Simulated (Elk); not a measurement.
# A self-consistent single point of Tc2N (P6_3/mmc, 6 atoms in the cell) with Elk

Method: Elk 10.2.4 with LDA (PW92), all-electron FP-LAPW, Elk's shipped species files, APW+lo basis with extra local orbitals.

Input:

```
tasks
  0

xctype
  3

tforce
  .true.

rgkmax
  8.0

gmaxvr
  18.0

lmaxapw
  10

lmaxo
  8

nxlo
  2

lorbcnd
  .true.

lradstp
  2

nrmtscf
  2.0

rmtscf
  0.86

lmaxi
  4

stype
  0

swidth
  0.00367493

scale
  1.889726125

avec
    2.8247000242   -0.0000000056    0.0000000000
   -1.4123500072    2.4462619818    0.0000000000
    0.0000000000    0.0000000000    9.6807900000

sppath
  'species/'

atoms
  2   : nspecies
  'Tc.in'   : spfname
  4   : natoms; atposl, bfcmt below
  0.3333333333  0.6666666667  0.3924500000    0.0 0.0 0.0
  0.6666666667  0.3333333333  0.6075500000    0.0 0.0 0.0
  0.6666666667  0.3333333333  0.8924500000    0.0 0.0 0.0
  0.3333333333  0.6666666667  0.1075500000    0.0 0.0 0.0
  'N.in'   : spfname
  2   : natoms; atposl, bfcmt below
  0.3333333333  0.6666666667  0.7500000000    0.0 0.0 0.0
  0.6666666667  0.3333333333  0.2500000000    0.0 0.0 0.0

ngridk
  11 11 3
```

Log, with long lists cut:

```
│ Elk code version 10.2.4 │

All units are atomic (Hartree, Bohr, etc.)

│ Ground-state run starting from atomic densities │

Lattice vectors :
   5.337909431     -0.1058246630E-07   0.000000000
  -2.668954706       4.622765176       0.000000000
   0.000000000       0.000000000       18.29404177

Unit cell volume      :    451.4219783
Brillouin zone volume :   0.5494863461

Muffin-tin inner radius fraction :   0.1000000000E-01

Nuclei treated as point charges

Species :    1 (Tc)
 parameters loaded from : Tc.in
 name : technetium
 nuclear charge    :   -43.00000000
 electronic charge :    43.00000000
 atomic mass :    178643.0715
 muffin-tin radius :    2.236000000
 number of radial points in muffin-tin :   1199
 atomic positions (lattice), magnetic fields (Cartesian) :
   1 :   0.33333333  0.16666667 -0.10755000    0.00000000  0.00000000  0.00000000
   2 :  -0.33333333 -0.16666667  0.10755000    0.00000000  0.00000000  0.00000000
   3 :  -0.33333333 -0.16666667  0.39245000    0.00000000  0.00000000  0.00000000
   4 :   0.33333333  0.16666667 -0.39245000    0.00000000  0.00000000  0.00000000

Species :    2 (N)
 parameters loaded from : N.in
 name : nitrogen
 nuclear charge    :   -7.000000000
 electronic charge :    7.000000000
 atomic mass :    25532.65214
 muffin-tin radius :    1.548000000
 number of radial points in muffin-tin :    599
 atomic positions (lattice), magnetic fields (Cartesian) :
   1 :   0.33333333  0.16666667  0.25000000    0.00000000  0.00000000  0.00000000
   2 :  -0.33333333 -0.16666667 -0.25000000    0.00000000  0.00000000  0.00000000

Total number of atoms per unit cell :    6

Spin treatment :
 spin-unpolarised

Number of Bravais lattice symmetries :   24
Number of crystal symmetries         :   24
Crystal has inversion symmetry
Real symmetric eigensolver will be used

k-point grid :     11    11     3
k-point offset :    0.000000000       0.000000000       0.000000000
   [... lines left out ...]
 potential will be trimmed for |G| > 2 gkmax
Constant for pseudocharge density :   10
Radial integration step length :    2

G-vector grid sizes :     32    32   105
Number of G-vectors :    44517

Maximum angular momentum used for
 APW functions                      :   10
 outer part of muffin-tin           :    8
 inner part of muffin-tin           :    4

Total nuclear charge    :   -186.0000000
Total core charge       :    116.0000000
Total valence charge    :    70.00000000
Total excess charge     :    0.000000000
Total electronic charge :    186.0000000

Effective Wigner radius, rₛ :   0.8336691206

Number of empty states         :   24
Total number of valence states :   59
Total number of core states    :  116

Conduction state local-orbitals added automatically
Total number of local-orbitals :  656

Exchange-correlation functional :      3     0     0
 Perdew-Wang/Ceperley-Alder, Phys. Rev. B 45, 13244 (1992)
 gradient requirement :    0
 local density approximation (LDA)

Smearing type :    0
 Gaussian
Smearing width :   0.3674930000E-02
Effective electronic temperature (K) :    1160.451112

Mixing type :    3
 Broyden mixing, J. Phys. A: Math. Gen. 17, L317 (1984)

Kohn-Sham potential initialised from atomic data
│ Self-consistent loop started │
│ Loop number : 1 │
 total energy                :     -17226.2920087
│ Loop number : 2 │
 total energy                :     -17227.4263693
RMS change in Kohn-Sham potential (target) :   0.2465886698     (  0.1000000000E-05)
Absolute change in total energy (target)   :    1.134360614     (  0.1000000000E-03)
│ Loop number : 3 │
 total energy                :     -17236.0758881
RMS change in Kohn-Sham potential (target) :   0.1741484296     (  0.1000000000E-05)
Absolute change in total energy (target)   :    8.933108861     (  0.1000000000E-03)
│ Loop number : 4 │
 total energy                :     -17236.4210237
RMS change in Kohn-Sham potential (target) :   0.1567162154     (  0.1000000000E-05)
Absolute change in total energy (target)   :    2.578412882     (  0.1000000000E-03)
│ Loop number : 5 │
 total energy                :     -17239.1998648
RMS change in Kohn-Sham potential (target) :   0.6448399813E-01 (  0.1000000000E-05)
Absolute change in total energy (target)   :    3.423444296     (  0.1000000000E-03)
   [... lines left out ...]
Absolute change in total energy (target)   :   0.1835211325E-01 (  0.1000000000E-03)
│ Loop number : 14 │
 total energy                :     -17238.3802038
RMS change in Kohn-Sham potential (target) :   0.1610508878E-05 (  0.1000000000E-05)
Absolute change in total energy (target)   :   0.5143653143E-02 (  0.1000000000E-03)
│ Loop number : 15 │
 total energy                :     -17238.3804227
RMS change in Kohn-Sham potential (target) :   0.8027706108E-06 (  0.1000000000E-05)
Absolute change in total energy (target)   :   0.1504793338E-02 (  0.1000000000E-03)
│ Loop number : 16 │
 total energy                :     -17238.3803739
RMS change in Kohn-Sham potential (target) :   0.1829404156E-06 (  0.1000000000E-05)
Absolute change in total energy (target)   :   0.3273365728E-03 (  0.1000000000E-03)
│ Loop number : 17 │
 total energy                :     -17238.3803063
RMS change in Kohn-Sham potential (target) :   0.3426630244E-07 (  0.1000000000E-05)
Absolute change in total energy (target)   :   0.1430924385E-04 (  0.1000000000E-03)
Convergence targets achieved

│ Loop number : 18 │

Energies :
 Fermi                       :     0.595091677849
 sum of eigenvalues          :     -10216.6338339
 electron kinetic            :      17892.6370056
 core electron kinetic       :      17416.6234610
 Coulomb                     :     -34620.0609193
 Coulomb potential           :     -27432.0479009
 nuclear-nuclear             :     -1893.35866139
 electron-nuclear            :     -38021.3566150
 Hartree                     :      5294.65435704
 Madelung                    :     -20904.0369689
 xc potential                :     -677.222938597
 exchange                    :     -493.895258000
 correlation                 :     -17.0611215030
 total energy                :     -17238.3802933

Density of states at Fermi energy :    67.63392923
 (states/Hartree/unit cell)

Estimated indirect band gap :   0.1402331690E-02
 from k-point      4 to k-point      2
Estimated direct band gap   :   0.9660117245E-02
 at k-point      8

Charges :
 core                        :    116.0000000
 valence                     :    70.00000000
 interstitial                :    11.92140981
 muffin-tins (core leakage)
  species :    1 (Tc)
   atom    1                 :    40.63880153     (  0.2238499800E-05)
   atom    2                 :    40.63880153     (  0.2238499800E-05)
   atom    3                 :    40.63880153     (  0.2238499800E-05)
   atom    4                 :    40.63880153     (  0.2238499800E-05)
  species :    2 (N)
   atom    1                 :    5.761692044     (  0.2897759514E-05)
   atom    2                 :    5.761692044     (  0.2897759514E-05)
 total in muffin-tins        :    174.0785902
 total calculated charge     :    185.9996791
 total charge                :    186.0000000
 error                       :   0.3208812898E-03

│ Self-consistent loop stopped │

Forces :
 species :    1 (Tc)
  atom :    1
   Hellmann-Feynman          :     0.00000000    0.00000000   -0.58659336
   IBS                       :    -0.00000000   -0.00000000    0.58145566
   total force               :     0.00000000   -0.00000000   -0.00513769
   [... lines left out ...]
  atom :    2
   Hellmann-Feynman          :    -0.00000000   -0.00000000    0.58659336
   IBS                       :     0.00000000    0.00000000   -0.58145566
   total force               :    -0.00000000    0.00000000    0.00513769
   total magnitude           :     0.00513769
  atom :    3
   Hellmann-Feynman          :    -0.00000000   -0.00000000   -0.58659336
   IBS                       :     0.00000000    0.00000000    0.58145566
   total force               :    -0.00000000   -0.00000000   -0.00513769
   total magnitude           :     0.00513769
  atom :    4
   Hellmann-Feynman          :     0.00000000   -0.00000000    0.58659336
   IBS                       :    -0.00000000    0.00000000   -0.58145566
   total force               :     0.00000000    0.00000000    0.00513769
   total magnitude           :     0.00513769
 species :    2 (N)
  atom :    1
   Hellmann-Feynman          :     0.00000000    0.00000000   -0.00000000
   IBS                       :    -0.00000000   -0.00000000    0.00000000
   total force               :     0.00000000   -0.00000000    0.00000000
   total magnitude           :     0.00000000
  atom :    2
   Hellmann-Feynman          :    -0.00000000    0.00000000   -0.00000000
   IBS                       :     0.00000000    0.00000000    0.00000000
   total force               :    -0.00000000    0.00000000    0.00000000
   total magnitude           :     0.00000000
```

The run converged in 18 iterations. The count includes the last loop, which Elk runs after its targets are met.

The starting cell comes from a database of computed structures (which also holds hypothetical and non-ambient phases and stackings), without a prior relaxation at this level. Spin polarisation is off. Values depend on the basis (sphere radii, cutoffs, local orbitals), which need not be converged. The log's line on a gap gives a spacing of levels on this mesh, which the program prints for metals too.

Cost on one core of a shared machine: roughly 5 min.
